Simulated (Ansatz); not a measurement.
Consider MgO (space group P4_2/mnm, No. 136; a = 5.510 Å, c = 3.276 Å; a hypothetical phase, not in the database extracts checked).

Computed with PBEsol/PAW in Ansatz (an electronic-structure program), scalar-relativistic without spin-orbit coupling.

Base values:

* **Band gap**: 3.36 eV
* **Pressure**: -0.01 GPa
* **Smallest direct gap**: 3.37 eV
* **Electron mass**: 0.36 mₑ along c, 0.34 mₑ across (at Γ)

It is then changed as follows: every lattice vector is shortened by 1.76 %, atoms relaxed at fixed cell.

Task: What happens to the band gap, pressure, smallest direct gap and electron mass?

Result: The band gap rises by 0.258 eV (3.36 eV → 3.61 eV); the pressure (mean of the normal stresses, compression positive) increases by 6.77 GPa, from -0.01 GPa to 6.76 GPa; the smallest direct gap increases by 0.26 eV to 3.63 eV; the electron mass changes from 0.36 mₑ along c, 0.34 mₑ across (at Γ) to 0.37 mₑ along c, 0.35 mₑ across (at Γ).

The cells carry an imposed strain or load. Effective masses come from finite differences of ±0.01 Å⁻¹. Whether these cells are dynamically stable was not tested.
